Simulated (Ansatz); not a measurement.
Structure of amorphous IGZO (In₉Ga₉Zn₉O₃₆) (periodic cell):

```xyz
63
Lattice="9.2644 0.0000 0.0000 0.0000 9.2644 0.0000 0.0000 0.0000 9.2644" Properties=species:S:1:pos:R:3 pbc="T T T"
In     2.8160     4.5068     9.1865
In     6.4739     7.2990     0.4619
In     4.8826     1.2928     0.8706
In     4.7811     5.5297     5.5593
In     3.7772     2.3644     6.4919
In     3.2417     7.9207     6.8695
In     0.2527     9.1709     2.1268
In     6.5777     8.9165     6.3189
In     9.0966     3.4015     0.7253
Ga     7.6648     2.6149     6.5312
Ga     3.1069     7.8979     0.7738
Ga     7.7724     5.8115     6.6519
Ga     5.9656     1.9651     4.1738
Ga     6.4137     4.3855     2.3842
Ga     3.0377     2.9028     3.1140
Ga     9.1216     3.9191     4.1592
Ga     6.0224     4.0162     8.5311
Ga     1.7330     1.1240     8.6294
Zn     3.9427     8.9224     3.8755
Zn     8.0513     0.7666     8.8473
Zn     0.4063     7.4370     4.9019
Zn     0.4437     6.1184     2.1582
Zn     0.5758     7.0205     8.5134
Zn     1.5805     5.1449     5.9917
Zn     6.8248     7.4814     3.5750
Zn     3.8326     6.1263     2.8453
Zn     1.2381     1.1366     5.3053
O      5.9717     0.0095     4.1548
O      0.7936     5.6238     4.0972
O      1.3781     2.7823     4.0134
O      6.0462     5.1815     0.6967
O      3.2294     4.5156     6.7692
O      6.2699     4.6423     6.7730
O      5.2540     7.3699     6.8609
O      3.0847     6.5967     8.7242
O      1.7859     2.6402     0.4496
O      8.0259     7.5046     2.0222
O      3.2665     4.4557     2.0593
O      8.2768     0.8291     6.8756
O      4.3457     3.1115     4.5176
O      5.8332     5.6541     3.6180
O      5.9087     2.6002     2.3289
O      7.6178     3.0520     8.4382
O      3.4881     1.1464     2.4875
O      5.8376     1.7628     6.2653
O      4.6941     7.6665     1.7603
O      3.3402     0.1238     8.8513
O      7.8922     6.7876     8.2096
O      8.3142     4.3989     2.4497
O      1.7056     2.0071     7.0054
O      1.3055     7.0603     6.6399
O      1.8056     7.6628     2.0687
O      0.3182     9.1815     4.1904
O      0.5974     8.9713     9.1147
O      4.4980     2.9610     8.7099
O      3.2127     0.3729     5.6014
O      6.2405     0.0445     9.1047
O      7.6536     2.7649     4.6430
O      3.5409     6.9733     4.5952
O      8.9556     4.3778     6.2062
O      0.7767     5.2866     0.3333
O      8.4728     1.5081     1.3710
O      7.6776     7.1829     5.3757
```

Method: PBE, scalar-relativistic without spin-orbit coupling (plane waves to 420 eV, PAW; Ansatz, a program for electronic structure).

A CHGNet melt-quench gave the starting glass, which DFT then relaxed. O atoms were pushed apart under 1.9 Å during the dynamics, to hinder bonds among them. The hot cell started wider than the set density and was brought back towards it in steps. It is the lowest in DFT energy of 2 quenches. It is a model cell: composition and starting density were chosen by hand, and all elements were melted together. No dispersion term was used. Its density started from a set value of 5.90 and ended at 5.90 g/cm³. The quench (nominally 260 K/ps over its main leg) was far faster than any real one, so the model tends to hold more defects than a real film. Values belong to this one cell and scatter from quench to quench. The volume was held where the preparation left it, at a PBE pressure of -0.2 GPa (tension). Stress components on the final sampling reach 2.3 GPa.

Cut-offs for bonds: In-In 3.12 Å, In-Ga 2.90 Å, In-Zn 2.90 Å, In-O 2.86 Å, Ga-Ga 2.68 Å, Ga-Zn 2.68 Å, Ga-O 2.60 Å, Zn-Zn 2.68 Å, Zn-O 2.40 Å, O-O 1.58 Å. Two cations that share two anions don't count as bonded, nor two that share one unless they lie closer than In-In 3.04 Å, In-Ga 2.82 Å, In-Zn 2.82 Å, Ga-Ga 2.61 Å, Ga-Zn 2.61 Å, Zn-Zn 2.61 Å.

Question: Give the coordination numbers, mean bond lengths and angles.

Answer: 
The mean coordination of In by anions is 5.56 (4 with 5, 5 with 6) and the mean coordination of Ga by anions is 4.44 (6 with 4, 2 with 5, 1 with 6). The mean coordination of Zn by anions comes out as 4.22 (7 with 4, 2 with 5) and the mean coordination of O is 3.56 (16 with 3, 20 with 4). The mean In-O bond is 2.229 Å (spread 0.146 Å, 50 counted) and the mean Ga-O bond is 1.936 Å (spread 0.115 Å, 40 counted). The mean Zn-O bond comes out as 2.047 Å (spread 0.093 Å, 38 counted). The bond angle at In comes out as mean 104.9°, spread 28.5°, the bond angle at Ga comes out as mean 107.1°, spread 19.9° and the bond angle at Zn comes out as mean 107.4°, spread 20.1°. The bond angle at O comes out as mean 110.5°, spread 16.6°.

Question: List the pairs of like atoms that count as bonded by the rules above.

Answer: There are none by these rules.
